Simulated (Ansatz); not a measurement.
## A computed series for Sn: pressure series

The parent structure is Sn (space group I4_1/amd, No. 141; a = 5.947 Å, c = 3.212 Å).

Cell and atoms are relaxed at each pressure.

Method: DFT with PBE, PAW potentials and a 420 eV plane-wave cutoff in Ansatz (a quantum-chemistry and plane-wave program), no spin-orbit coupling, earlier PAW set.

Notes on the quantities. enthalpy: H = E + PV relative to the base's energy.

```
case               lattice parameter a  c/a ratio       enthalpy
-----------------  -------------------  ---------  -------------
base                       11.238 bohr      0.540              –
pressure −2 GPa            11.413 bohr      0.541  -0.36 eV/atom
pressure −1 GPa            11.323 bohr      0.540  -0.18 eV/atom
pressure 0.9 GPa           11.172 bohr      0.540  +0.16 eV/atom
pressure 2.1 GPa                   ___      0.540  +0.36 eV/atom
pressure 4.5 GPa                   ___      0.539  +0.77 eV/atom
pressure 9 GPa                     ___      0.539  +1.48 eV/atom
pressure 15 GPa            10.539 bohr      0.538  +2.38 eV/atom
pressure 22.5 GPa          10.338 bohr      0.538  +3.44 eV/atom
pressure 30 GPa                    ___      0.538  +4.45 eV/atom
```

Q: What belongs in the blanks?

A: 
- pressure 2.1 GPa, lattice parameter a: 11.092 bohr
- pressure 4.5 GPa, lattice parameter a: 10.953 bohr
- pressure 9 GPa, lattice parameter a: 10.748 bohr
- pressure 30 GPa, lattice parameter a: 10.177 bohr

Load acts through the strain it causes; cell and atoms are relaxed under it. No phonon test of stability was made. Measured, Sn leaves this structure (for a body-centred tetragonal phase) near 8 GPa (temperature not stated; as listed in Olga Degtyareva, NATO science for peace and security series. B, Physics and biophysics (2010)).
